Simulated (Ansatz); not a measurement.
```xyz
25
Lattice="20.0000 0.0000 0.0000 0.0000 20.0000 0.0000 0.0000 0.0000 3.1118" Properties=species:S:1:pos:R:3 pbc="T T T"
W      5.6612     5.6612     0.0000
W      5.5555    10.0000     0.0000
W      5.5530     7.7456     1.5559
W      5.6612    14.3388     0.0000
W      5.5530    12.2544     1.5559
W      7.7456     5.5530     1.5559
W     10.0000     5.5555     0.0000
W      7.7484     7.7484     0.0000
W      7.7485    10.0000     1.5559
W     10.0000    10.0000     0.0000
W     10.0000     7.7485     1.5559
W      7.7484    12.2516     0.0000
W      7.7456    14.4470     1.5559
W     10.0000    14.4445     0.0000
W     10.0000    12.2515     1.5559
W     12.2544     5.5530     1.5559
W     14.3388     5.6612     0.0000
W     12.2516     7.7484     0.0000
W     12.2515    10.0000     1.5559
W     14.4445    10.0000     0.0000
W     14.4470     7.7456     1.5559
W     12.2516    12.2516     0.0000
W     12.2544    14.4470     1.5559
W     14.3388    14.3388     0.0000
W     14.4470    12.2544     1.5559
```

The numbers are results of PBE (plane waves to 420 eV, PAW; Ansatz, a quantum-chemistry and plane-wave program), not measurements. Mesh 1×1×20. No spin polarisation, so a magnetic state wasn't tested. Periodic along z alone, with about 11 Å of vacuum beside it. A hypothetical model. Only distortions within the start's symmetry and period were free. Values not marked SOC lack spin–orbit coupling. Buckling under compression is shut out by symmetry and the short period.

Give the properties of this body.


* **largest distance between nuclei across the axis**: 12.27 Å
* **PBE gap**: none (under 0.01 eV)
* **crossings of the Fermi level between Γ and the zone edge (49 points)**: 16, each for both spins (ideal conductance 16 × 2e²/h)
* **work function (PBE)**: 4.18 eV
* **axial stiffness dF/dε**: 446 nN
